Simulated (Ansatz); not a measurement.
The parent structure is GaN in the wurtzite structure (space group P6_3mc, No. 186; a = 3.2184 Å, c = 5.2432 Å). Axes: x lies along a and z along c of the hexagonal cell.

Method: Ansatz (an electronic-structure program) PBE, spin-orbit coupling left out.

For the base:

The band gap is 1.71 eV.

One thing is altered: uniaxial strain ε_zz = +1.20 %, all other strain components held at zero; the atoms relax in the strained cell.

Q: How does this affect the band gap?

A: The band gap drops by 0.12 eV (1.71 eV → 1.59 eV).

Q: What does the calculation give for the stress after the change?

A: The stress (xx, yy, zz, yz, xz, xy; compression positive) amounts to (-0.90, -0.90, -4.18, 0.00, 0.00, 0.00) GPa.

No phonon test of stability was made.
